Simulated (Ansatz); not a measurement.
## Ag, response to strain

Take Ag in the fcc (Cu type) structure (space group Fm-3m, No. 225) as the base.

```
Ag
1.0
    0.00000     2.02719     2.02719
    2.02719     0.00000     2.02719
    2.02719     2.02719     0.00000
Ag
1
Direct
  0.00000   0.00000   0.00000
```

Cartesian axes are those of the cell as printed.

Strains are applied to the cell and any free atomic positions relax; under biaxial strain the out-of-plane vector relaxes too.

Levels (all Ansatz, a program for electronic structure, PAW): PBEsol (420 eV, no SOC); r2SCAN (500 eV, no spin-orbit coupling).

Pressures by level, all at the geometries relaxed with PBEsol:

| case | PBEsol | r2SCAN |
|---|---|---|
| base | 0.0 GPa | 4.2 GPa |
| biaxial strain −1.68 %, plane normal [001], relaxed out of plane | 1.3 GPa | 5.7 GPa |
| biaxial strain +0.47 %, plane normal [001], relaxed out of plane | -0.3 GPa | 3.9 GPa |
| biaxial strain +4.68 %, plane normal [001], relaxed out of plane | -1.6 GPa | 2.5 GPa |
| isotropic strain −3.66 % | 18.3 GPa | 23.5 GPa |

Single points use the geometry relaxed with PBEsol. Their cutoffs differ, which shifts pressures a little. Without a gap, meshes like the base's 20×20×20 leave anisotropic stresses uncertain by several tenths of a GPa, and small strain energies with them. Whether these cells are dynamically stable was not tested.
